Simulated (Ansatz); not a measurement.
MgAlNO (model structure, started from the AlSiCN type, P3m1, No. 156, 4 atoms in the cell) was calculated with LDA (plane waves, PAW; Ansatz, a program for electronic structure).

Numerical settings: plane-wave cutoff 520 eV, 12×12×8 k mesh (along the axes of the cell as run), Fermi–Dirac smearing 0.01 eV, scalar-relativistic PAW data made under PBE.

Cell (relaxed with PBEsol):

```cif
data_AlMgNO
_chemical_formula_sum 'Al1 Mg1 O1 N1'
_space_group_name_H-M_alt 'P3m1'
_space_group_IT_number 156
_space_group_name_Hall 'P 3 -2"'
_cell_length_a 3.17986
_cell_length_b 3.17986
_cell_length_c 5.08311
_cell_angle_alpha 90.000
_cell_angle_beta 90.000
_cell_angle_gamma 120.000
loop_
_atom_site_label
_atom_site_type_symbol
_atom_site_symmetry_multiplicity
_atom_site_Wyckoff_symbol
_atom_site_fract_x
_atom_site_fract_y
_atom_site_fract_z
_atom_site_occupancy
Al1 Al 1 b 0.33333 0.66667 0.50271 1
Mg1 Mg 1 c 0.66667 0.33333 0.00661 1
O1 O 1 b 0.33333 0.66667 0.14127 1
N1 N 1 c 0.66667 0.33333 0.59940 1
```

Question: Predict the band gap.

Answer: 
* **band gap**: 3.34 eV (direct)

Note: the relaxation could raise the start's symmetry but not lower it, so the cell can be a saddle point; cell and atoms aren't relaxed at this level (largest force component 0.04 eV/Å, pressure -4.8 GPa).

The result took about 6 core-seconds (a rough figure).

A model structure was made by putting elements into a prototype or built by hand; it is no filed structure, need not be a known phase, and can be a saddle point held by its symmetry.
